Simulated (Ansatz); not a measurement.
Consider TiC in the rock salt structure (space group Fm-3m, No. 225; a = 4.293 Å; relaxed with 0.1 eV smearing).

The values are results of PBEsol, PAW, 420 eV (Ansatz, a first-principles code; no spin-orbit coupling), earlier PAW set, not measurements.

For the base:

```
Property    Value
--------  -------
Pressure  0.0 GPa
Band gap     zero
```

The change: the cell is scaled by 1.0504 in all directions; the atoms relax in the strained cell.

Task: Predict the new energy relative to the base, pressure and band gap.

Result: The energy grows by 163 meV/atom; the pressure goes from zero to -29.3 GPa; the band gap remains zero.

Stability against distortions was not tested. The final runs are not spin-polarised.
